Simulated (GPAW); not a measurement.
Band structure of BaS (Fm-3m, 2 atoms in the cell).

```xyz
2
Lattice="0.0000 3.1950 3.1950 3.1950 0.0000 3.1950 3.1950 3.1950 0.0000" Properties=species:S:1:pos:R:3 pbc="T T T"
Ba     0.0000     0.0000     0.0000
S      3.1950     3.1950     3.1950
```

Level of theory: PBE, GPAW PAW datasets PBE (gpaw-data 1.0.1) (plane waves; GPAW 25.7.0).

Settings: mode = pw; ecut = 550 eV; xc = PBE; kpts = 7 7 7; mesh shift (steps) = 0 0 0; occupations.name = fermi-dirac; occupations.width = 0.01 eV; nbands = -4; convergence.forces = 0.001 eV/Å; convergence.bands = -2; symmetry.symmorphic = false; symmetry.tolerance = 0.0005; maxiter = 120; bandpath_npoints = 40.

The starting cell has typed, rounded lattice constants, without a prior relaxation at this level.

**Question.** Predict the gap along the standard path and the places of the band edges.

**Answer.** The gap along the path is 2.13 eV, from Γ to X; the smallest direct gap on it is 2.26 eV.

Levels in eV from the top of the valence band on the SCF mesh, bands 5 to 12:
| point | 5 | 6 | 7 | 8 | 9 | 10 | 11 | 12 |
|---|---|---|---|---|---|---|---|---|
| Γ | -10.34 | 0.00 | 0.00 | 0.00 | 3.61 | 3.89 | 3.89 | 3.89 |
| X | -10.25 | -0.51 | -0.13 | -0.13 | 2.13 | 5.95 | 6.04 | 7.51 |
| W | -9.71 | -1.10 | -0.48 | -0.48 | 4.29 | 4.29 | 6.31 | 6.89 |
| K | -9.76 | -0.93 | -0.60 | -0.53 | 3.31 | 5.96 | 6.61 | 6.77 |
| L | -9.11 | -1.91 | -1.07 | -1.07 | 5.56 | 5.68 | 6.33 | 6.33 |
| U | -9.76 | -0.93 | -0.60 | -0.53 | 3.31 | 5.96 | 6.61 | 6.77 |
